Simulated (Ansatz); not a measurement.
## Pressure series in SrTiO3

Base system: SrTiO$_{3}$ in the cubic perovskite structure (space group Pm-3m, No. 221; a = 3.9365 Å).

Cell and atoms are relaxed at each pressure.

The values are results of DFT with PBE, PAW potentials and a 420 eV plane-wave cutoff in Ansatz (a program for electronic structure), no spin-orbit coupling, earlier PAW set, not measurements.

Notes on the quantities. enthalpy: H = E + PV relative to the base's energy.

```tsv
variant	smallest direct gap	lattice parameter a	enthalpy	band gap
base	2.20 eV	3.936 Å	–	1.85 eV
pressure −2 GPa	2.18 eV	3.952 Å	-0.15 eV/atom	1.82 eV
pressure −1 GPa	2.19 eV	3.944 Å	-0.08 eV/atom	1.83 eV
pressure 0.3 GPa	2.20 eV	3.934 Å	+0.02 eV/atom	1.85 eV
pressure 0.7 GPa	2.20 eV	3.931 Å	+0.05 eV/atom	1.85 eV
pressure 1.5 GPa	?	?	+0.11 eV/atom	?
pressure 5 GPa	2.23 eV	3.901 Å	+0.38 eV/atom	1.90 eV
pressure 10 GPa	2.26 eV	3.869 Å	+0.74 eV/atom	1.95 eV
```

Q: Complete the table.

A: 
- pressure 1.5 GPa, smallest direct gap: 2.21 eV
- pressure 1.5 GPa, lattice parameter a: 3.925 Å
- pressure 1.5 GPa, band gap: 1.86 eV

Load acts through the strain it causes; cell and atoms are relaxed under it. Stability against distortions was not tested. Competing high-pressure phases were not computed. The final runs are not spin-polarised. Many cubic perovskites are stable only at high temperature; tilts and polar distortions were not tested.
